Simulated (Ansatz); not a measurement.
**Response to strain in BeS**

The parent structure is BeS in the zinc blende structure (space group F-43m, No. 216).

```
BeS
1.0
    0.00000     2.39818     2.39818
    2.39818     0.00000     2.39818
    2.39818     2.39818     0.00000
Be S
1 1
Direct
  0.00000   0.00000   0.00000
  0.25000   0.25000   0.25000
```

Cartesian axes are those of the cell as printed.

Strains are applied to the cell and any free atomic positions relax.

Computed with LDA (Ansatz, an electronic-structure program; PAW; 420 eV plane waves; without spin-orbit coupling).

Candidates:
(a) uniaxial strain ε_zz = −0.50 %
(b) uniaxial strain ε_zz = −2.00 %
(c) uniaxial strain ε_zz = +0.50 %
(d) uniaxial strain ε_zz = +1.50 %

For the base:

```
Quantity   Result
--------  -------
Band gap  2.82 eV
```

Task: Order them by band gap, lowest first.

Result: (b) uniaxial strain ε_zz = −2.00 % (2.59 eV), (a) uniaxial strain ε_zz = −0.50 % (2.77 eV), (d) uniaxial strain ε_zz = +1.50 % (2.79 eV), (c) uniaxial strain ε_zz = +0.50 % (2.81 eV)

No phonon test of stability was made.
